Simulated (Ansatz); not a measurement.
Base system: BN in the zinc blende structure (space group F-43m, No. 216; a = 3.6057 Å).

The values are results of Kohn–Sham DFT with the PBEsol functional, run in Ansatz (a program for electronic structure) with PAW and 420 eV plane waves, no spin-orbit coupling, not measurements.

One change was made to it. Results:

```json
[
 {"quantity": "lattice parameter a", "base": "3.606 Å", "after": "4.725 Å"},
 {"quantity": "band gap", "base": "4.30 eV", "after": "zero"}
]
```

Problem. Which of these changes matches the shifts?
A) B → Al
B) B → Be
C) B → Ge

Solution. C, B → Ge. For comparison, the lattice parameter a in the other runs: B → Al gives 4.378 Å; B → Be gives 3.929 Å.

Stability against distortions was not tested. As relaxed here, GeN and BeN are hypothetical phases, not in the database extracts checked. The final runs are not spin-polarised. An odd electron count without spin: GeN and BeN. This is not the structure that AlN has at room temperature and ambient pressure.
